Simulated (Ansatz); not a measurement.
Data:

```
CELL_PARAMETERS angstrom
      4.47166     0.00000     0.00000
      0.00000     4.47166     0.00000
      0.00000     0.00000     4.47166
ATOMIC_POSITIONS crystal
  Rb 0.00000 0.00000 0.00000
  Ca 0.50000 0.50000 0.50000
  H  0.50000 0.00000 0.50000
  H  0.00000 0.50000 0.50000
  H  0.50000 0.50000 0.00000
```

All values below come from PBEsol, rigid bands (plane waves, PAW, scalar-relativistic; Ansatz, a program for electronic structure). How the cell was made: cell and atoms relaxed with PBEsol.

Problem. What conductivity effective mass do dilute holes have at 300 K?

Solution. 1.98 mₑ.

Problem. What conductivity effective mass do dilute electrons have at 300 K?

Solution. 0.50 mₑ.

Problem. And the band gap?

Solution. 3.05 eV at this level; semilocal functionals usually fall short of the measured gap.

Rigid bands, one relaxation time for all states, no polarons. Spin-orbit coupling is left out; where it splits the top of the valence band it changes the hole mass and lowers the gap by about a third of the splitting.

Formula and space group known from diffraction (Crystallography Open Database), not checked to be the room-temperature form: RbCaH3 (Pm-3m).
